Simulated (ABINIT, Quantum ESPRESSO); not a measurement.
An ABINIT input for a self-consistent single point of Ca₂Si (Fm-3m, 3 atoms in the cell) (DFT, PBEsol, plane waves, PAW (JTH v2.0 PBE PAW, files made for PBE)):

```
# Ca2Si, JTH v2.0 PBE PAW
pp_dirpath "./"
pseudos "Ca.GGA_PBE-JTH.xml, Si.GGA_PBE-JTH.xml"
acell 4.9688817778 4.9688817778 4.9688817778 Angstrom
rprim
        -0.0000000000    0.7071067812    0.7071067812
         0.7071067812   -0.0000000000    0.7071067812
         0.7071067812    0.7071067812   -0.0000000000
natom 3
ntypat 2
znucl 20 14
typat 1 1 2
xred
         0.7500000000    0.7500000000    0.7500000000
         0.2500000000    0.2500000000    0.2500000000
         0.0000000000    0.0000000000    0.0000000000
ecut 20
pawecutdg 40
pawxcdev 0
ixc -116133
occopt 1
nband 15
kptopt 1
ngkpt 8 8 8
nshiftk 1
shiftk 0 0 0
nstep 80
toldfe 1.0e-09
diemac 9
prtwf 0
prtden 0
enunit 2
```

### Question
Translate this input to Quantum ESPRESSO.

### Answer
One input that does it (others would too):

```fortran
&control
   calculation = 'scf',
   prefix = 'ca2si',
   outdir = './out',
   pseudo_dir = './',
   tprnfor = .true.,
   tstress = .true.,
/
&system
   ibrav = 2,
   celldm(1) = 13.27921886,
   nat = 3,
   ntyp = 2,
   ecutwfc = 40,
   ecutrho = 200,
   occupations = 'fixed',
   nbnd = 16,
/
&electrons
   conv_thr = 1.0e-11,
/
ATOMIC_SPECIES
Ca    40.0780  ca_pbesol_v1.uspp.F.UPF
Si    28.0850  si_pbesol_v1.uspp.F.UPF
ATOMIC_POSITIONS crystal
Ca    0.75000000    0.75000000    0.75000000
Ca    0.25000000    0.25000000    0.25000000
Si    0.00000000    0.00000000    0.00000000
K_POINTS automatic
8 8 8  0 0 0
```

Basis settings and potentials, where a program has them, do not carry over. This input uses DFT, PBEsol, plane waves, GBRV 1.5 ultrasoft (PBESOL) pseudopotentials. Both were run: pressure 1.08 GPa in ABINIT and 1.11 in Quantum ESPRESSO; gap on the mesh 0.429 eV in ABINIT and 0.427 in Quantum ESPRESSO.

On ABINIT: the starting cell comes from a database of computed structures (which also holds hypothetical and non-ambient phases and stackings), without a prior relaxation at this level. For this run, on top of that: lattice scaled by 0.98. The potentials were made for another functional than the one used.

On Quantum ESPRESSO: the starting cell comes from a database of computed structures (which also holds hypothetical and non-ambient phases and stackings), without a prior relaxation at this level. For this run, on top of that: lattice scaled by 0.98.
